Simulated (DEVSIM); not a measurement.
System: Schottky contact on p-type Si, at 300 K.

Layer 1 from the left is Si, thickness (μm) 54.0, Na (cm⁻³) 4.2e16, τn (s) 6.6e-7, τp (s) 6.6e-7.

Left contact: Schottky, work function 4.524 eV, emission velocity 6.7e6 cm/s. Right contact: ohmic. Voltage is applied to the left contact. Recombination: SRH at mid-gap. Mobility is constant in doping.

The device is made up for the run: typed textbook-type constants, with dimensions and the other settings drawn at random. Values at 300 K.

Si: gap (eV) 1.124, affinity (eV) 4.05, permittivity 11.7, Nc (cm⁻³) 2.86e19, Nv (cm⁻³) 3.1e19, μn (cm²/Vs) 1417, μp (cm²/Vs) 470.

Simulated with DEVSIM: 1D drift-diffusion, Boltzmann statistics, complete ionisation; no tunnelling, impact ionisation, image-force lowering or self-heating. Metal contacts follow the ideal Schottky-Mott rule: no Fermi-level pinning, no interface dipoles.

Task: What does the simulation give for the dark forward voltage at 1 A/cm², the potential step across the device at zero bias, the largest field in the device at zero bias, the dark forward voltage at 100 A/cm²?

Result: dark forward voltage at 1 A/cm² 0.211 V; potential step across the device at zero bias 0.479 V; largest field in the device at zero bias 76000 V/cm; dark forward voltage at 100 A/cm² 0.501 V.
